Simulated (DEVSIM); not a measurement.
Schottky contact on p-type GaSb

Device: Schottky contact on p-type GaSb, at 300 K.

```csv
layer (left to right),material,thickness (μm),Na (cm⁻³),τn (s),τp (s)
1,GaSb,7.50,9.4e15,4.2e-10,4.2e-10
```

Left contact: Schottky, work function 4.576 eV, emission velocity 8e6 cm/s. Right contact: ohmic. Voltage is applied to the left contact. Recombination: SRH at mid-gap, Auger. Mobility is μmin + (μ − μmin)/(1 + (N/Nref)^α).

The device is made up for the run: typed textbook-type constants, with dimensions and the other settings drawn at random. Values at 300 K.

| parameter | GaSb |
|---|---|
| gap (eV) | 0.726 |
| affinity (eV) | 4.06 |
| permittivity | 15.7 |
| Nc (cm⁻³) | 2.1e17 |
| Nv (cm⁻³) | 1.8e19 |
| μn (cm²/Vs) | 5000 |
| μp (cm²/Vs) | 850 |
| μn,min | 1000 |
| μp,min | 190 |
| Nref,n | 2.8e17 |
| Nref,p | 9e17 |
| αn | 1.05 |
| αp | 0.65 |
| Cn (cm⁶/s) | 5e-30 |
| Cp (cm⁶/s) | 5e-30 |

Simulated with DEVSIM: 1D drift-diffusion, Boltzmann statistics, complete ionisation; no tunnelling, impact ionisation, image-force lowering or self-heating. Metal contacts follow the ideal Schottky-Mott rule: no Fermi-level pinning, no interface dipoles.

```yaml
potential_step_across_the_device_at_zero_bias: 0.015 V
largest_field_in_the_device_at_zero_bias: 2700 V/cm
Dark forward voltage at 100 A/cm²: 0.065 V
```

Small-signal capacitance in reverse bias (quasi-static):

```json
[
 {"V (V)": "0.1", "C (nF/cm²)": "3.99"},
 {"V (V)": "0.25", "C (nF/cm²)": "4.15"},
 {"V (V)": "0.5", "C (nF/cm²)": "4.46"},
 {"V (V)": "0.75", "C (nF/cm²)": "4.83"},
 {"V (V)": "1", "C (nF/cm²)": "5.30"},
 {"V (V)": "1.5", "C (nF/cm²)": "6.69"}
]
```

Dark forward current:

| V (V) | J (A/cm²) |
|---|---|
| -0.05 | -81 |
| -0.10 | -160 |
| -0.15 | -240 |
| -0.20 | -330 |
| -0.25 | -410 |
| -0.30 | -490 |
| -0.35 | -570 |
| -0.40 | -650 |
| -0.45 | -730 |
| -0.50 | -810 |
| -0.55 | -900 |
| -0.60 | -980 |
| -0.65 | -1100 |
| -0.70 | -1100 |
| -0.75 | -1200 |
| -0.80 | -1300 |
| -0.85 | -1400 |
| -0.90 | -1500 |
| -0.95 | -1500 |
| -1.00 | -1600 |
| -1.05 | -1700 |
| -1.10 | -1800 |
| -1.15 | -1900 |
| -1.20 | -2000 |
| -1.25 | -2000 |
